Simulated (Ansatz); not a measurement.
Worked example: self-consistent single point of MgO (Fm-3m, 2 atoms in the cell) in Ansatz (a first-principles code).

Computed with LDA (PW92), default PAW files made with PBE (plane waves; Ansatz).

```xyz
2
Lattice="0.0000 2.1050 2.1050 2.1050 0.0000 2.1050 2.1050 2.1050 0.0000" Properties=species:S:1:pos:R:3 pbc="T T T"
Mg     0.0000     0.0000     0.0000
O      2.1050     2.1050     2.1050
```

Reference input (self-consistent single point, DFT, PBE, plane waves, default PAW files): kpoints.mp_grid.grid = 7 7 7; hamiltonian.xc = pbe; hamiltonian.pseudopotentials = {kind: paw} (the program's default PAW files); scf.occupations.method = fermi_dirac; scf.occupations.width = 0.01 eV. This run's input differs from it in these lines:

Ansatz 0.2 input:
```diff
@@ -12,3 +12,3 @@
 hamiltonian:
-  xc: pbe
+  xc: lda
   pseudopotentials: { kind: paw }
```

The program printed (abridged):

```
SCF iter   1: F=—  HF=-2460.069384 eV  |F-HF|=—  |Δ(HF+E_count)|=         —  Δρ=1.72e-2  dr2=4.42e-2  ethr=1.77e-3  ⟨swp⟩=5.9  Hψ=1424  notcnv=0
all-band conjugate gradients solve this SCF's bands
preconditioner: auto → none
SCF iter   2: F=—  HF=-2460.054677 eV  |F-HF|=—  |Δ(HF+E_count)|=   1.47e-2  Δρ=5.37e-3  dr2=5.09e-3  ethr=2.76e-4  ⟨swp⟩=2.0  Hψ=478  notcnv=0
SCF iter   3: F=—  HF=-2460.052959 eV  |F-HF|=—  |Δ(HF+E_count)|=   1.72e-3  Δρ=8.89e-4  dr2=8.36e-5  ethr=3.18e-5  ⟨swp⟩=2.3  Hψ=376  notcnv=0
SCF iter   4: F=—  HF=-2460.052918 eV  |F-HF|=—  |Δ(HF+E_count)|=   4.07e-5  Δρ=8.75e-5  dr2=8.65e-7  ethr=5.22e-7  ⟨swp⟩=2.5  Hψ=367  notcnv=0
iter 5 did not close the SCF: its close was put off for the readings that it lacked (scf_convergence_deferred on its scf_iter line)
SCF iter   5: F=-2460.052918 eV  HF=-2460.052918 eV  |F-HF|=2.19e-9  |Δ(HF+E_count)|=   2.72e-7  Δρ=8.73e-6  dr2=7.13e-9  ethr=5.41e-9  ⟨swp⟩=2.1  Hψ=363  notcnv=0
SCF iter   6: F=-2460.052918 eV  HF=-2460.052918 eV  |F-HF|=4.55e-12  |Δ(HF+E_count)|=   3.12e-9  Δρ=4.38e-7  dr2=1.68e-11  ethr=4.46e-11  ⟨swp⟩=1.9  Hψ=744  notcnv=0
SCF 1 converged in 6 iterations: F = -2460.052918 eV  dr2 = 1.68e-11
Free energy (F): -2460.052918 eV
Internal energy: -2460.052918 eV  (E = F + TS)
E sigma→0 (E₀):  -2460.052918 eV
Fermi energy:    10.120140 eV
--- Forces (eV/Å), atoms counted from 1 ---
  atom   1  Mg    -0.00000000     0.00000000     0.00000000
  atom   2  O      0.00000000     0.00000000     0.00000000
--- Stress (GPa, compression-positive) ---
       -5.849074      -0.000000       0.000000
        0.000000      -5.849074       0.000000
        0.000000       0.000000      -5.849074
  P = ⅓ Tr σ = -5.8491 GPa (-58.491 kbar)
  The stress holds the Pulay correction. Without it, at fixed plane waves, as pw.x and ABINIT print it: P = -6.6882 GPa
```

The run converged in 6 iterations. Against the reference run the pressure goes from 4.92 to -5.85 GPa and the gap on the mesh goes from 4.757 to 4.671 eV.

The starting cell has typed, rounded lattice constants, without a prior relaxation at this level. With a pressure of about -6 GPa the cell is away from its equilibrium volume at this level. Ansatz's pressure includes its estimate of the finite-basis (Pulay) stress. Without the estimate this run gives -6.69 GPa.
